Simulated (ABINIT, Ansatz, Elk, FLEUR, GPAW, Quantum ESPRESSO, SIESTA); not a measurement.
**One structure in several programs: MnS (Fm-3m, 2 atoms in the cell)**

Self-consistent single point.

```
MnS
1.0
    0.00000     2.48025     2.48025
    2.48025     0.00000     2.48025
    2.48025     2.48025     0.00000
S Mn
1 1
Direct
  0.00000   0.00000   0.00000
  0.50000   0.50000   0.50000
```
Moments meant for the start (each program seeds them in its own way; μB, in the order of the atoms S Mn): 0.0 4.0.

All programs got the same cell, k-point mesh and kind of occupations, and the same starting moments (in Ansatz's words: kpoints.mp_grid.grid = 9 9 9; magnetization.spin_polarized = true; scf.occupations.method = gaussian; scf.occupations.width = 0.2 eV); potentials, basis and cutoffs are each program's usual ones.

| code | model | pressure (GPa) | size of the net moment (μB/atom) | k-points | cutoff |
|---|---|---|---|---|---|
| Elk | PBE, all-electron FP-LAPW, Elk's shipped species files, default APW+lo basis | – | 2.03 | 35 | rgkmax 7 |
| ABINIT | PBE, norm-conserving pseudopotentials (PseudoDojo nc-sr-05 PBE standard) | 6.49 | 2.14 | 35 | 48 Ha |
| GPAW | PBE, GPAW PAW datasets PBE (gpaw-data 1.0.1) | 4.44 | 2.05 | 35 | 800 eV |
| SIESTA | GGA PBE, numerical atomic orbitals TZP, PseudoDojo PBE standard norm-conserving potentials (rewritten from UPF to PSML) | 6.44 | 2.15 | 365 | grid 300 Ry |
| Quantum ESPRESSO | PBE, SSSP 1.1.2 efficiency (PBE) pseudopotentials | 4.72 | 2.09 | 35 | 50 Ry |
| Ansatz | PBE, PAW files | 4.36 | 2.07 | 35 | 420 eV |
| FLEUR | PBE, all-electron FLAPW (FLEUR), scalar-relativistic valence | – | 2.08 | 35 | Kmax 4.6 1/bohr |

A dash marks a value that a program does not give, or that is left out as unsure.

The spread over the programs that give each value: pressure within 2.13 GPa; size of the net moment within 0.12 μB/atom.

The starting cell was generated: these elements placed on a structure prototype, without a prior relaxation; it need not be a known phase or ordering of this composition. Its lattice was rescaled by a random factor within 2.5 % of one. On Ansatz's run: With one magnetic atom in the cell only a parallel order is possible. In the base run, with a pressure of about 5 GPa the cell is away from its equilibrium volume at this level.

Problem. Why do the programs differ, and what cannot be compared?

Solution. Differences of this kind can come from the potentials, where these differ, and from what each basis and cutoff leave unconverged. The zero of total energies and Fermi levels follows the potentials and each program's conventions, so they are not compared here. SIESTA uses small atom-centred bases, whose incompleteness enters pressures, forces and empty levels differently from a plane-wave cutoff. Elk and FLEUR treat all electrons, but the usual bases taken here (sphere radii, linearisation, local orbitals, empty states) were not tested for convergence, so the values are no reference for the others. Ansatz's pressure is given at a fixed set of plane waves, as the other plane-wave codes print theirs; with its correction for the finite basis it is 4.50 GPa. Site moments depend on each program's spheres or projections; the total moment of the cell does not. The programs reduce the same mesh by symmetry to different extents, which changes the work and not the result. In the pressure, ABINIT (by 1.91) and SIESTA (by 1.86) lie more than 1 GPa from the median of the plane-wave programs.

Ansatz is an electronic-structure program.

Keys are those of Ansatz 0.2.
